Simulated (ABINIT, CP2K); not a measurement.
A CP2K input for a self-consistent single point of CsBr (Pm-3m, 2 atoms in the cell) (DFT PBE, GPW, DZVP-MOLOPT-SR-GTH basis, GTH-PBE potentials (GTH_POTENTIALS)):

```
&GLOBAL
  PROJECT bulk
  RUN_TYPE ENERGY_FORCE
  PRINT_LEVEL MEDIUM
&END GLOBAL
&FORCE_EVAL
  METHOD Quickstep
  STRESS_TENSOR ANALYTICAL
  &DFT
    BASIS_SET_FILE_NAME BASIS_MOLOPT
    POTENTIAL_FILE_NAME GTH_POTENTIALS
    &QS
      METHOD GPW
      EPS_DEFAULT 1E-10
    &END QS
    &MGRID
      CUTOFF 500
      REL_CUTOFF 40
      NGRIDS 5
    &END MGRID
    &SCF
      SCF_GUESS ATOMIC
      EPS_SCF 1E-6
      MAX_SCF 100
      ADDED_MOS 4
      &DIAGONALIZATION
        ALGORITHM STANDARD
      &END DIAGONALIZATION
      &MIXING
        METHOD BROYDEN_MIXING
        ALPHA 0.3
        NBUFFER 8
      &END MIXING
      &SMEAR ON
        METHOD FERMI_DIRAC
        ELECTRONIC_TEMPERATURE [K] 116.05
      &END SMEAR
    &END SCF
    &KPOINTS
      SCHEME MONKHORST-PACK 8 8 8
      GAMMA_CENTERED T
    &END KPOINTS
    &XC
      &XC_FUNCTIONAL PBE
      &END XC_FUNCTIONAL
    &END XC
    &PRINT
      &MO
        EIGENVALUES T
        OCCUPATION_NUMBERS T
        NDIGITS 8
        FILENAME mo
        &EACH
          QS_SCF 0
        &END EACH
        ADD_LAST NUMERIC
      &END MO
      &MULLIKEN ON
      &END MULLIKEN
    &END PRINT
  &END DFT
  &SUBSYS
    &CELL
      A 4.29000000 0.00000000 0.00000000
      B 0.00000000 4.29000000 0.00000000
      C 0.00000000 0.00000000 4.29000000
      PERIODIC XYZ
    &END CELL
    &COORD
      SCALED
      Cs       0.00000000     0.00000000     0.00000000
      Br       0.50000000     0.50000000     0.50000000
    &END COORD
    &KIND Cs
      BASIS_SET DZVP-MOLOPT-SR-GTH-q9
      POTENTIAL GTH-PBE-q9
    &END KIND
    &KIND Br
      BASIS_SET DZVP-MOLOPT-SR-GTH-q7
      POTENTIAL GTH-PBE-q7
    &END KIND
  &END SUBSYS
  &PRINT
    &FORCES ON
    &END FORCES
    &STRESS_TENSOR ON
    &END STRESS_TENSOR
  &END PRINT
&END FORCE_EVAL
```

### Question
Translate this input to ABINIT.

### Answer
One input that does it (others would too):

```
# CsBr, JTH v2.0 PBE PAW
pp_dirpath "./"
pseudos "Cs.GGA_PBE-JTH.xml, Br.GGA_PBE-JTH.xml"
acell 8.1069250746 8.1069250746 8.1069250746
rprim
         1.0000000000    0.0000000000    0.0000000000
         0.0000000000    1.0000000000    0.0000000000
         0.0000000000    0.0000000000    1.0000000000
natom 2
ntypat 2
znucl 55 35
typat 1 2
xcart
         0.0000000000    0.0000000000    0.0000000000
         2.1450000000    2.1450000000    2.1450000000
      Angstrom
ecut 21
pawecutdg 42
pawxcdev 0
occopt 3
tsmear 0.00036749
nband 13
kptopt 1
ngkpt 8 8 8
nshiftk 1
shiftk 0 0 0
nstep 100
tolvrs 1.0e-10
prtwf 0
prtden 0
enunit 2
```

Basis settings and potentials, where a program has them, do not carry over. This input uses DFT, PBE, plane waves, PAW (JTH v2.0 PBE PAW). Both were run: pressure 1.12 GPa in CP2K and 0.91 in ABINIT; gap on the mesh 4.575 eV in CP2K and 4.505 in ABINIT.

On ABINIT: the starting cell has typed, rounded lattice constants, without a prior relaxation at this level.

On CP2K: the starting cell has typed, rounded lattice constants, without a prior relaxation at this level. Values carry the incompleteness of an atom-centred basis.
